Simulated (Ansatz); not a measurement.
**A computed series for CdSe: pressure series**

Take CdSe in the zinc blende structure (space group F-43m, No. 216; a = 6.196 Å) as the base.

Cell and atoms are relaxed at each pressure.

All numbers come from PBE/PAW in Ansatz (a quantum-chemistry and plane-wave program), spin-orbit coupling left out, earlier PAW set.

Notes on the quantities. hole mass: degenerate bands, along [100].

```json
[
 {"variant": "base", "band gap": "0.49 eV", "density": "5.34 g/cm³", "hole mass": "0.053, 0.73, 0.73 mₑ (at Γ)", "electron mass": "0.052 mₑ (at Γ)"},
 {"variant": "pressure −2 GPa", "band gap": "0.39 eV", "density": "5.08 g/cm³", "hole mass": "0.045, 0.79, 0.79 mₑ (at Γ)", "electron mass": "0.044 mₑ (at Γ)"},
 {"variant": "pressure −1 GPa", "band gap": "0.44 eV", "density": "5.22 g/cm³", "hole mass": "0.049, 0.76, 0.76 mₑ (at Γ)", "electron mass": "0.048 mₑ (at Γ)"},
 {"variant": "pressure 0.9 GPa", "band gap": "0.53 eV", "density": "5.45 g/cm³", "hole mass": "0.057, 0.71, 0.71 mₑ (at Γ)", "electron mass": "0.055 mₑ (at Γ)"},
 {"variant": "pressure 2.1 GPa", "band gap": "0.58 eV", "density": "5.58 g/cm³", "hole mass": "0.060, 0.69, 0.69 mₑ (at Γ)", "electron mass": "0.058 mₑ (at Γ)"},
 {"variant": "pressure 4.5 GPa", "band gap": "0.66 eV", "density": "5.80 g/cm³", "hole mass": "0.066, 0.65, 0.65 mₑ (at Γ)", "electron mass": "0.064 mₑ (at Γ)"},
 {"variant": "pressure 9 GPa", "band gap": "0.79 eV", "density": "6.17 g/cm³", "hole mass": "0.075, 0.59, 0.59 mₑ (at Γ)", "electron mass": "0.072 mₑ (at Γ)"},
 {"variant": "pressure 15 GPa", "band gap": "0.91 eV", "density": "6.57 g/cm³", "hole mass": "0.083, 0.54, 0.54 mₑ (at Γ)", "electron mass": "0.080 mₑ (at Γ)"},
 {"variant": "pressure 22.5 GPa", "band gap": "1.02 eV", "density": "6.99 g/cm³", "hole mass": "0.090, 0.49, 0.49 mₑ (at Γ)", "electron mass": "0.086 mₑ (at Γ)"},
 {"variant": "pressure 30 GPa", "band gap": "1.10 eV", "density": "7.35 g/cm³", "hole mass": "0.095, 0.46, 0.46 mₑ (at Γ)", "electron mass": "0.091 mₑ (at Γ)"}
]
```

Load acts through the strain it causes; cell and atoms are relaxed under it. Masses are band curvatures over ±0.01 Å⁻¹ around the edge. No phonon test of stability was made. Tetrahedral semiconductors of this kind turn to denser phases somewhere between about 1 and 50 GPa; those were not computed, so compressed cells here can lie past the real transition.
